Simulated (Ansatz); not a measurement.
System: CsCl-type NaF (model structure). Method: r²SCAN (PAW; Ansatz, an electronic-structure program).

Numerical settings: plane-wave cutoff 500 eV, 12×12×12 k mesh, gaussian smearing 0.02 eV, scalar-relativistic PAW data made under PBE.

Cell (relaxed at this level):

```xyz
2
Lattice="2.7936 0.0000 0.0000 0.0000 2.7936 0.0000 0.0000 0.0000 2.7936" Properties=species:S:1:pos:R:3 pbc="T T T"
Na     0.0000     0.0000     0.0000
F      1.3968     1.3968     1.3968
```

Task: Give the computed band gap.

Result: 
band gap: 7.06 eV (on the SCF k mesh)

Note: the relaxation could raise the start's symmetry but not lower it, so the cell can be a saddle point.

Computed values are for the static lattice.

Computing time: around 19 core-seconds (rough).

A model structure was made by putting elements into a prototype or built by hand; it is no filed structure, need not be a known phase, and can be a saddle point held by its symmetry.
